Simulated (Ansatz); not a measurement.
Reference: ZnS (F-43m), PBEsol with spin-orbit coupling, rigid bands (plane waves, PAW; Ansatz, an electronic-structure program); axes and stresses refer to this cell.

```
ZnS
1.0
    0.00000     2.67815     2.67815
    2.67815     0.00000     2.67815
    2.67815     2.67815     0.00000
Zn S
1 1
Direct
  0.00000   0.00000   0.00000
  0.25000   0.25000   0.25000
```

The electron conductivity mass comes out as 0.179 mₑ, the Seebeck coefficient, p-type 1e19 cm⁻³ is 383 μV/K and the band gap comes out as 2.07 eV.

Problem. Change: biaxial stress xx = yy = -1 GPa (compression positive). What happens to electron conductivity mass, Seebeck coefficient, p-type 1e19 cm⁻³, band gap?

Solution. electron conductivity mass moves little, to 0.177 mₑ; Seebeck coefficient, p-type 1e19 cm⁻³ drops to 331 μV/K; band gap decreases to 1.99 eV.

Problem. Change: biaxial stress xx = yy = -2 GPa (compression positive). What happens to electron conductivity mass, Seebeck coefficient, p-type 1e19 cm⁻³, band gap?

Solution. electron conductivity mass moves little, to 0.175 mₑ; Seebeck coefficient, p-type 1e19 cm⁻³ falls to 278 μV/K; band gap shrinks to 1.90 eV.

Problem. Change: biaxial stress xx = yy = 2 GPa (compression positive). What happens to electron conductivity mass, Seebeck coefficient, p-type 1e19 cm⁻³, band gap?

Solution. electron conductivity mass moves little, to 0.182 mₑ; Seebeck coefficient, p-type 1e19 cm⁻³ shrinks to 336 μV/K; band gap moves little, to 2.08 eV.

Problem. Change: functional PBE, cell relaxed with it. What happens to electron conductivity mass, Seebeck coefficient, p-type 1e19 cm⁻³, band gap?

Solution. electron conductivity mass moves little, to 0.180 mₑ; Seebeck coefficient, p-type 1e19 cm⁻³ moves little, to 390 μV/K; band gap falls to 2.00 eV.

Problem. Change: hydrostatic pressure 2 GPa. What happens to electron conductivity mass, Seebeck coefficient, p-type 1e19 cm⁻³, band gap?

Solution. electron conductivity mass moves little, to 0.184 mₑ; Seebeck coefficient, p-type 1e19 cm⁻³ moves little, to 380 μV/K; band gap rises to 2.17 eV.

Problem. Change: hydrostatic pressure 5 GPa. What happens to electron conductivity mass, Seebeck coefficient, p-type 1e19 cm⁻³, band gap?

Solution. electron conductivity mass grows to 0.190 mₑ; Seebeck coefficient, p-type 1e19 cm⁻³ moves little, to 376 μV/K; band gap goes up to 2.31 eV.

Masses are for dilute carriers at 300 K, harmonic means over directions unless an axis is named. Seebeck coefficients are for the stated density at 300 K, with one relaxation time for all states and whether or not that doping can be reached. Stresses and pressures are the targets of the relaxation.  The structure type is held under load, also where the real crystal would transform.
